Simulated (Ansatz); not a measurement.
# MgI2: stress against strain

MgI2 (1T layered, P-3m1, 33.544 Å³/atom at rest, c along z) under an equal strain ε in the (0001) plane with the normal axis free, as in a coherent film. PBE-D3(BJ) in Ansatz, a plane-wave DFT program (PAW, default set), 420 eV, 9×9×5 Γ-centred mesh, Fermi-Dirac smearing 0.05 eV; ions are relaxed within the symmetry of each cell. Stress is positive for a compressed cell.

Here s stands for strain and y for stress xx.

| strain (%) | stress xx (GPa) |
|---|---|
| -3.00 | ? |
| -1.50 | 0.95 |
| -1.00 | 0.62 |
| -0.50 | 0.30 |
| 0.00 | 0.00 |
| 0.50 | -0.29 |
| 1.00 | -0.57 |
| 1.50 | -0.83 |

### Question
Fit y against s with a straight line, and predict the withheld value at s = -3.00.

### Answer
Means: s 0, y 0.026. About the means, the sum of products is -4.1550 and the sum of squares of s is 7.0000; the slope is their ratio. Least squares gives y = 0.026 - 0.5936·s. Residuals (row less fit): 0.034, 0.000, -0.023, -0.026, -0.019, -0.002, 0.034; standard error 0.028 (degrees of freedom: 5). The slope gives the biaxial elastic modulus of this plane = 59 ± 1.1 GPa. At the withheld row, y = 0.026 - 0.5936 × (-3.0) = 1.807 GPa. The calculation gives 2.05 GPa, 0.243 GPa above the prediction (8.4 % of the range of y in the table). The row lies outside the fitted rows, so this is an extrapolation. From the scatter of the fitted rows alone, a prediction at this place has a standard error of 0.043 GPa, so the miss is 5.7 times that.

One order more, fitted to all 13 runs of the series, follows each within 0.01, so the miss is the next term of a smooth law. Rows are the converged runs of the series near zero and its far end; series whose fitted rows scatter by over a few per cent of the range, as at a crossing or softening among them, aren't shown in this form. Most that stay on the fit to the last digits aren't either.
